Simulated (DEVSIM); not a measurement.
System: Si p+/n-/n+ power diode, at 300 K.

```tsv
layer (left to right)	material	thickness (μm)	Nd (cm⁻³)	Na (cm⁻³)	τn (s)	τp (s)
1	Si	4.70	-	2.1e18	2.9e-7	2.9e-7
2	Si	4.00	5.6e14	-	2.9e-7	2.9e-7
3	Si	1.40	9.6e18	-	2.9e-7	2.9e-7
```

Left contact: ohmic. Right contact: ohmic. Voltage is applied to the left contact. Recombination: SRH at mid-gap. Mobility is constant in doping.

This is a model device: material constants are rounded textbook-type values typed into the input, and sizes, dopings and lifetimes were drawn at random. Values at 300 K.

```csv
parameter,Si
gap (eV),1.124
affinity (eV),4.05
permittivity,11.7
Nc (cm⁻³),2.86e19
Nv (cm⁻³),3.1e19
μn (cm²/Vs),1417
μp (cm²/Vs),470
```

Model (solved in DEVSIM): 1D drift-diffusion, Boltzmann statistics, complete ionisation; no tunnelling, impact ionisation, image-force lowering or self-heating.

**Question.** Tabulate band edges, carrier densities and field at 0.9 V on the left contact.

**Answer.** Energies count from the Fermi level of the right contact; mesh points crowd at the junctions.

```
x (μm)   Ec (eV)  Ev (eV)  n (cm⁻³)  p (cm⁻³)  field (V/cm)
-------  -------  -------  --------  --------  ------------
0.000      0.154   -0.970     < 1e2    2.1e18           ≈ 0
0.04794    0.154   -0.970    6.2e14    2.1e18           ≈ 0
0.1906     0.154   -0.970    2.5e15    2.1e18           ≈ 0
0.6153     0.155   -0.969    7.9e15    2.1e18           ≈ 0
2.621      0.155   -0.969    3.3e16    2.1e18           ≈ 0
4.018      0.156   -0.968    5.1e16    2.2e18           ≈ 0
4.487      0.156   -0.968    5.7e16    2.2e18           ≈ 0
4.669      0.156   -0.968    5.9e16    2.2e18           ≈ 0
4.707      0.116   -1.008    2.8e17    4.6e17        -14000
4.768      0.109   -1.015    3.6e17    3.6e17           ≈ 0
4.949      0.110   -1.014    3.6e17    3.6e17           ≈ 0
5.796      0.110   -1.014    3.6e17    3.6e17           ≈ 0
7.476      0.112   -1.012    3.6e17    3.6e17           ≈ 0
8.304      0.112   -1.012    3.6e17    3.6e17           ≈ 0
8.626      0.113   -1.011    3.6e17    3.6e17           ≈ 0
8.691      0.103   -1.020    5.2e17    2.5e17        -20000
8.728      0.028   -1.096    9.6e18    1.3e16           ≈ 0
8.828      0.028   -1.096    9.6e18    1.2e16           ≈ 0
9.304      0.028   -1.096    9.6e18    7.8e15           ≈ 0
9.832      0.028   -1.096    9.6e18    2.6e15           ≈ 0
10.02      0.028   -1.096    9.6e18    7.5e14           ≈ 0
10.10      0.028   -1.096    9.6e18     < 1e2           ≈ 0
```
